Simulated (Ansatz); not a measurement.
# C, pressure series

The reference is C in the diamond structure (space group Fd-3m, No. 227).

```
C
1.0
    0.00000     1.78014     1.78014
    1.78014     0.00000     1.78014
    1.78014     1.78014     0.00000
C
2
Direct
  0.50000   0.50000   0.50000
  0.75000   0.75000   0.75000
```

Cell and atoms are relaxed at each pressure.

Method: Ansatz (a program for electronic structure), r2SCAN, PAW, cutoff 500 eV, no spin-orbit coupling, earlier PAW set.

Two rows of this table had their results exchanged by mistake.

```csv
pressure,volume per atom (Å³),shortest distance (Å),band gap
pressure −2 GPa,5.67,1.544,4.35 eV
pressure −1 GPa,5.65,1.543,4.36 eV
pressure 0.3 GPa,5.64,1.541,4.36 eV
pressure 0.7 GPa,5.63,1.541,4.37 eV
pressure 1.5 GPa,5.62,1.540,4.37 eV
pressure 3 GPa,5.52,1.531,4.41 eV
pressure 5 GPa,5.58,1.536,4.39 eV
pressure 7.5 GPa,5.55,1.533,4.40 eV
pressure 10 GPa,5.60,1.538,4.38 eV
```

Q: Which two?

A: The rows for pressure 3 GPa and pressure 10 GPa: the volume has to fall steadily with pressure, so 5.60 Å³ belongs to pressure 3 GPa and 5.52 Å³ to pressure 10 GPa.

Load acts through the strain it causes; cell and atoms are relaxed under it. Stability against distortions was not tested. No other phases were tried under pressure.
